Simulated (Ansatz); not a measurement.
## BN under a change: isotropic strain +0.60 %

Consider BN in the wurtzite structure (space group P6_3mc, No. 186; a = 2.555 Å, c = 4.225 Å).

One thing is altered: an isotropic linear strain of +0.60 %, atoms relaxed at fixed cell.

Method: PBE (Ansatz, a program for electronic structure, PAW, no spin-orbit coupling). k-mesh 15×15×8 (Γ-centred); smearing 0.05 eV (Fermi–Dirac).

| quantity | base | changed | shift |
|---|---|---|---|
| volume per atom | 5.97 Å³ | 6.08 Å³ | +0.11 Å³ |
| energy relative to the base (free energy F) | 0 meV/atom | +2.2 meV/atom | +2.2 meV/atom |
| pressure (mean of the normal stresses, compression positive) | 0.0 kbar | -64.4 kbar | -64.4 kbar |
| band gap | 5.23 eV | 5.26 eV | +0.03 eV |
| gap character | indirect, Γ → K | indirect, Γ → K | – |
| smallest direct gap | 8.23 eV | 8.15 eV | -0.087 eV |
| mean gap deformation potential ΔEg/Δln V | – | +1.9 eV | – |
| width of the top valence band | 5.37 eV | 5.27 eV | -0.094 eV |
| electron mass | 0.31 mₑ along c, 0.51 mₑ across (at K) | 0.31 mₑ along c, 0.52 mₑ across (at K) | – |
| valence-band top at Γ (three highest levels, from the VBM) | 0.00, 0.00, -0.26 eV | 0.00, 0.00, -0.24 eV | – |

Final structure:

```
CELL_PARAMETERS angstrom
      2.56985     0.00000     0.00000
     -1.28492     2.22556     0.00000
      0.00000     0.00000     4.24990
ATOMIC_POSITIONS crystal
  B  0.33333 0.66667 0.00012
  B  0.66667 0.33333 0.50012
  N  0.33333 0.66667 0.37488
  N  0.66667 0.33333 0.87488
```

Effective masses come from finite differences of ±0.01 Å⁻¹. Gaps are read on the SCF mesh and a high-symmetry path. Whether these cells are dynamically stable was not tested.
